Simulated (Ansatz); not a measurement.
## CsAuF4, pressure series

Take CsAuF$_{4}$ (space group Immm, No. 71; a = 5.4948 Å, b = 6.7012 Å, c = 12.4629 Å; a cell from a computed database, its experimental status unchecked) as the base.

Cell and atoms are relaxed at each pressure.

Calculations: plane-wave PAW DFT at the PBEsol level (Ansatz, a program for electronic structure, 420 eV), scalar-relativistic without spin-orbit coupling.

| case | band gap | volume per atom | smallest direct gap |
|---|---|---|---|
| base | 2.57 eV | 19.12 Å³ | 2.70 eV |
| pressure −1 GPa | 2.68 eV | 20.97 Å³ | 2.73 eV |
| pressure 0.9 GPa | 2.47 eV | 18.23 Å³ | 2.65 eV |
| pressure 2.1 GPa | 2.35 eV | 17.40 Å³ | 2.55 eV |
| pressure 4.5 GPa | 2.16 eV | 16.30 Å³ | 2.40 eV |
| pressure 9 GPa | … | … | … |
| pressure 22.5 GPa | 1.64 eV | 13.11 Å³ | 1.73 eV |
| pressure 30 GPa | 1.51 eV | 12.46 Å³ | 1.55 eV |

### Question
Fill in the withheld entries from the trend.

### Answer

- pressure 9 GPa, band gap: 1.94 eV
- pressure 9 GPa, volume per atom: 15.04 Å³
- pressure 9 GPa, smallest direct gap: 2.17 eV

With Au present, leaving out spin-orbit coupling can change the band edges. Load acts through the strain it causes; cell and atoms are relaxed under it. Whether these cells are dynamically stable was not tested. Competing high-pressure phases were not computed.
